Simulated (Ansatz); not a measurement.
**A computed series for BaTiO3: response to strain**

Consider BaTiO3 in the cubic perovskite structure (space group Pm-3m, No. 221).

```
CELL_PARAMETERS angstrom
      3.93456     0.00000     0.00000
      0.00000     3.93456     0.00000
      0.00000     0.00000     3.93456
ATOMIC_POSITIONS crystal
  Ba 0.00000 0.00000 0.00000
  Ti 0.50000 0.50000 0.50000
  O  0.50000 0.00000 0.50000
  O  0.00000 0.50000 0.50000
  O  0.50000 0.50000 0.00000
```

Cartesian axes are those of the cell as printed.

Strains are applied to the cell and any free atomic positions relax.

Level of theory: plane-wave PAW DFT at the LDA level (Ansatz, a program for electronic structure, 420 eV), spin-orbit coupling left out.

Notes on the quantities. energy relative to the base: free energy F; pressure: mean of the normal stresses, compression positive.

| change | band gap | gap character | energy relative to the base | pressure |
|---|---|---|---|---|
| base | 1.83 eV | – | 0 meV/atom | -0.01 GPa |
| tensor shear ε_xy = +0.67 % | 1.79 eV | indirect, T → Γ | +0.9 meV/atom | 0.01 GPa |
| tensor shear ε_xy = +1.00 % | 1.77 eV | direct at Γ | +2.0 meV/atom | 0.03 GPa |
| tensor shear ε_xy = +2.00 % | 1.65 eV | direct at Γ | +8.1 meV/atom | 0.16 GPa |
| tensor shear ε_xy = +1.33 % | 1.73 eV | direct at Γ | +3.6 meV/atom | 0.06 GPa |
| tensor shear ε_xy = +1.67 % | 1.69 eV | direct at Γ | +5.6 meV/atom | 0.11 GPa |
| tensor shear ε_xy = +0.33 % | 1.81 eV | indirect, T → Γ | +0.2 meV/atom | 0.00 GPa |

Stability against distortions was not tested. All final runs are without spin polarisation. Many cubic perovskites are stable only at high temperature; tilts and polar distortions were not tested. This is not the structure that BaTiO3 has at room temperature and ambient pressure. Labels are those of the standard path for the cell's own space group.
